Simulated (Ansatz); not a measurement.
The reference is Ag in the diamond structure (space group Fd-3m, No. 227; a hypothetical phase, not in the database extracts checked).

```yaml
crystal:
  lattice:
    - [0.00000, 3.01914, 3.01914]
    - [3.01914, 0.00000, 3.01914]
    - [3.01914, 3.01914, 0.00000]
  atoms:
    - { symbol: Ag, position: [0.75000, 0.75000, 0.75000] }
    - { symbol: Ag, position: [0.50000, 0.50000, 0.50000] }
```

Cartesian axes are those of the cell as printed.

The values are results of PBEsol (Ansatz, a program for electronic structure; PAW; 420 eV plane waves; no SOC), not measurements.

Perturbation: a free-standing slab of 6 layers (12 atoms, 2 a layer) is cut normal to [110], with 15 Å of vacuum and the in-plane cell held at bulk.

Problem. How does this affect the excess energy per area of both faces and change of the spacing d23 from its bulk value of 2.135 Å?

Solution. The excess energy per area of both faces (slab less bulk energy over the cell's area: twice a surface energy) amounts to 0.9 J/m² (uncertain by up to 0.07 J/m²); the change of the spacing d23 from its bulk value of 2.135 Å amounts to +0.9 %.

The excess energy carries the mismatch between the slab's and the bulk's meshes. Stability against distortions was not tested.
